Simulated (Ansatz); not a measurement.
The starting structures come from a database of crystals and need not be the phases stable at ambient conditions.

 Where the default PAW files enter, the runs use the earlier of Ansatz's two default sets.

# Evanescent states of BaHCl (P4/nmm, not sure to be the ambient phase, 6 atoms a cell, 23.7 Å³ an atom) along the normal of (110)

These are r2SCAN (plane waves, PAW; Ansatz, a program for electronic structure) values and carry that method's errors.

The gap is the functional's own, uncorrected, and κ follows it; spin-orbit coupling is left out. Mid-gap values are interpolated between the computed energies.

Energies count from the valence-band top; κ is the least over a 6×4 mesh across the current.

| E (eV) | κ (1/Å) | where |
|---|---|---|
| 0.09 | 0.292 | Γ |
| 0.27 | 0.330 | Γ |
| 0.45 | 0.359 | Γ |
| 0.63 | 0.378 | off Γ |
| 0.81 | 0.390 | off Γ |
| 0.99 | 0.400 | off Γ |
| 1.17 | 0.408 | off Γ |
| 1.35 | 0.415 | off Γ |
| 1.53 | 0.421 | off Γ |
| 1.71 | 0.426 | off Γ |
| 1.89 | 0.430 | off Γ |
| 2.07 | 0.433 | off Γ |
| 2.25 | 0.417 | off Γ |
| 2.43 | 0.395 | off Γ |
| 2.61 | 0.372 | off Γ |
| 2.79 | 0.346 | off Γ |
| 2.97 | 0.316 | off Γ |
| 3.15 | 0.283 | off Γ |
| 3.33 | 0.244 | off Γ |
| 3.51 | 0.195 | off Γ |
| 3.69 | 0.127 | off Γ |

Question: How thick must the barrier be to attenuate the transmission by 10^6 when the electrodes' Fermi level lies at 3.51 eV, and what attenuation does that film give at 2.61 eV?

Answer: d = 6 ln 10 / (2 × 0.195) = 35.4 Å. At 2.61 eV it gives 6 × 0.372/0.195 = 11.4 decades.
